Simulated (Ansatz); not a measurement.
Results of PBEsol+SOC in Ansatz (PAW) for BaAl₄ (I4/mmm, No. 139).

Settings: plane-wave cutoff 520 eV, 18×18×18 k mesh, Fermi–Dirac smearing 0.05 eV, PAW data made under PBE.

Computed at the level's own relaxed cell.

**Question.** Predict the lattice parameter c, pressure derivative B′ of the bulk modulus, lattice parameter a and bulk modulus B0.

**Answer.** 
* **lattice parameter c**: 11.242 Å
* **pressure derivative B′ of the bulk modulus**: 4.1
* **lattice parameter a**: 4.514 Å
* **bulk modulus B0**: 55.1 GPa

The run finds no gap.

Note: the bulk modulus comes from volumes at which shape and atoms were relaxed.

The computed numbers hold no vibrational or temperature effects.

Ansatz is a program for electronic structure.
